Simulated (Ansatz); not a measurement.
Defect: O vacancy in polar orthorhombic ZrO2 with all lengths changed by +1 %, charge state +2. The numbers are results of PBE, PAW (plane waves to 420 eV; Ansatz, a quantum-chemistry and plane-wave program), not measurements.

Settings: 96 host sites, the strained lattice (strain from the relaxed PBE one, atoms relaxed), the Γ point alone, smearing 0.01 eV, spin-restricted, no image-charge correction. No zero-point or tunnelling terms. The host's phase is taken as given; its stability against other phases was not computed. The charge state is imposed; whether it is stable for some Fermi level was not computed. Forms of the defect that were not tried may lie lower.

Barriers: single points on a 2×2×2 k-point mesh shifted by half a step at the bands' geometries.

The step: one O atom jumps into the vacancy from a nearby O site. Atoms about the jump, Cartesian Å from the middle of the jump, before and after:

```json
[
 {"atom": "O1", "x0": "-0.33", "y0": "-0.97", "z0": "-0.28", "x1": "0.33", "y1": "0.97", "z1": "0.28"},
 {"atom": "Zr2", "x0": "-1.51", "y0": "-0.02", "z0": "1.17", "x1": "-1.52", "y1": "0.34", "z1": "1.40"},
 {"atom": "Zr3", "x0": "1.12", "y0": "-0.07", "z0": "-1.72", "x1": "1.09", "y1": "0.15", "z1": "-1.52"},
 {"atom": "O4", "x0": "2.32", "y0": "-1.00", "z0": "-0.27", "x1": "2.12", "y1": "-1.18", "z1": "-0.24"},
 {"atom": "O5", "x0": "0.00", "y0": "-1.29", "z0": "2.32", "x1": "0.03", "y1": "-1.25", "z1": "2.20"},
 {"atom": "O6", "x0": "-2.13", "y0": "1.67", "z0": "0.21", "x1": "-2.25", "y1": "1.80", "z1": "0.21"},
 {"atom": "O7", "x0": "-0.65", "y0": "1.12", "z0": "-2.33", "x1": "-0.71", "y1": "1.14", "z1": "-2.36"},
 {"atom": "O8", "x0": "-0.64", "y0": "1.19", "z0": "2.67", "x1": "-0.66", "y1": "1.17", "z1": "3.00"},
 {"atom": "O9", "x0": "0.04", "y0": "-1.37", "z0": "-2.88", "x1": "-0.01", "y1": "-1.36", "z1": "-2.56"},
 {"atom": "Zr10", "x0": "1.38", "y0": "-2.36", "z0": "1.09", "x1": "1.45", "y1": "-2.51", "z1": "1.22"}
]
```

Q: Give the saddle-point geometry and the barrier.

A: 
```
atom      x      y      z
----  -----  -----  -----
O1     0.01   0.16   0.08
Zr2   -1.58   0.24   1.29
Zr3    1.10   0.05  -1.59
O4     2.30  -1.14  -0.26
O5     0.00  -1.37   2.38
O6    -2.26   1.80   0.20
O7    -0.69   1.19  -2.43
O8    -0.66   1.19   2.85
O9    -0.01  -1.38  -2.62
Zr10   1.45  -2.44   1.20
```
It lies 0.44 eV above the start and 0.25 eV above the end. The saddle point's order was not checked.
